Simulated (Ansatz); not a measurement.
## By hand: formation energy of the neutral Si_Al + V_Al in AlN (wurtzite, P6₃mc)

Subject: the formation energy of the neutral Si_Al + V_Al in AlN (wurtzite, P6₃mc). Reaction: Si (diamond) + 96 AlN (wurtzite) → cell A + 2 Al (fcc).

A: a supercell of 192 sites of AlN (wurtzite, P6₃mc) with one empty Al site amid 4 N; Si on an Al site (4 N at 1.70–1.82 Å); the closest two of these centres are 3.1 Å apart; spin state with PBE: parallel moments, net moment 2.0 μB a cell.

Method: Ansatz (a quantum-chemistry and plane-wave program), PAW, neutral cells at 0 K with nuclei at rest, on structures from PBE. Ansatz runs with its default PAW set. Larger cells are relaxed from a start prepared with the learned potential CHGNet, on a coarser mesh till forces fall under 0.03 eV/Å, which some starts already meet. A dispersion term (D3(BJ), or D4 for r2SCAN) was computed beside these levels and is taken off wherever the name lacks it. Space groups of crystals are read within 0.01 Å. No search over spin orders was made beyond those shown. Mesh and cell size may move defect energies by 0.1 eV or more. The value holds for the reservoirs listed; other chemical potentials shift it.

Total energies of the cells in eV, at zero smearing width. They compare only within one column; the weights balance every element.

```tsv
cell	atoms	weight	PBE
A: AlN:Si_Al + V_Al	191	+1	-88281.09228
Al (fcc)	1	+2	-537.50370
Si (diamond)	2	−1/2	-1271.61962
AlN (wurtzite)	192	−1	-88728.29760
```

PBE: (-88281.09228) + 2 × (-537.50370) − 1/2 × (-1271.61962) − (-88728.29760) = 8.008 eV.

What follows from the PBE value: The value above is the Al-rich limit, with Al (fcc) as reservoir. The host forms with -1.37 eV/atom at this level, so before it gives way to its other element Δμ(Al) can go down to -1.37 × 2 = -2.74 eV (other compounds may narrow the range). The defect releases 2 Al, so the Al-poor limit is 8.01 + 2 × (-2.74) = 2.53 eV.
